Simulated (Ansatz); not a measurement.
# Pressure series in Hf

Consider Hf (space group P6/mmm, No. 191; a = 4.919 Å, c = 3.061 Å; a cell from a computed database, its experimental status unchecked).

Cell and atoms are relaxed at each pressure.

All numbers come from Ansatz (an electronic-structure program) PBEsol, no SOC.

Two rows of this table had their results exchanged by mistake.

```
pressure          volume per atom (Å³)  shortest distance (Å)  band gap
----------------  --------------------  ---------------------  --------
pressure −2 GPa                  21.77                  2.858      zero
pressure −1 GPa                  20.16                  2.783      zero
pressure 0.3 GPa                 21.33                  2.838      zero
pressure 0.7 GPa                 21.25                  2.834      zero
pressure 1.5 GPa                 21.11                  2.828      zero
pressure 3 GPa                   20.85                  2.816      zero
pressure 5 GPa                   20.53                  2.801      zero
pressure 7.5 GPa                 21.57                  2.849      zero
pressure 10 GPa                  19.81                  2.767      zero
```

Which two?

The rows for pressure −1 GPa and pressure 7.5 GPa: the volume has to fall steadily with pressure, so 21.57 Å³ belongs to pressure −1 GPa and 20.16 Å³ to pressure 7.5 GPa.

Load acts through the strain it causes; cell and atoms are relaxed under it. Whether these cells are dynamically stable was not tested. No other phases were tried under pressure. The final runs are not spin-polarised. This is not the structure that Hf has at room temperature and ambient pressure.
